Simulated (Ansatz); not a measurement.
A (6,0) antimony nanotube, stretched and compressed along its axis from its relaxed period of 7.109 Å, atoms relaxed at each length.

Computed with PBE (plane waves to 420 eV, PAW; Ansatz, a quantum-chemistry and plane-wave program). Mesh 1×1×6. No spin polarisation. Isolated but for its images some 11 Å away. A hypothetical model, rolled from the flat sheet. It keeps the symmetry and period of its start, so it need not be a minimum against all distortions. Values not marked SOC lack spin–orbit coupling. On relaxing, bonds broke or formed, so the name tells the start alone. Buckling under compression is shut out by symmetry and the short period. Energies are free energies at a Fermi–Dirac width of 0.02 eV, from the unstrained cell.

```
strain (%)  energy (meV a period)  axial force (nN)  PBE gap (eV)
----------  ---------------------  ----------------  ------------
-3.0                          [?]               [?]           [?]
-1.5                          +32             -0.96          1.13
0.0                             0              0.00          1.14
+1.5                          +30             +0.91          1.15
+3.0                         +119             +1.78          1.16
+6.0                          [?]               [?]           [?]
```

### Question
Fill in the missing entries.

### Answer

- -3.0, energy (meV a period): +130
- -3.0, axial force (nN): -1.96
- -3.0, PBE gap (eV): 1.11
- +6.0, energy (meV a period): +458
- +6.0, axial force (nN): +3.34
- +6.0, PBE gap (eV): 0.99
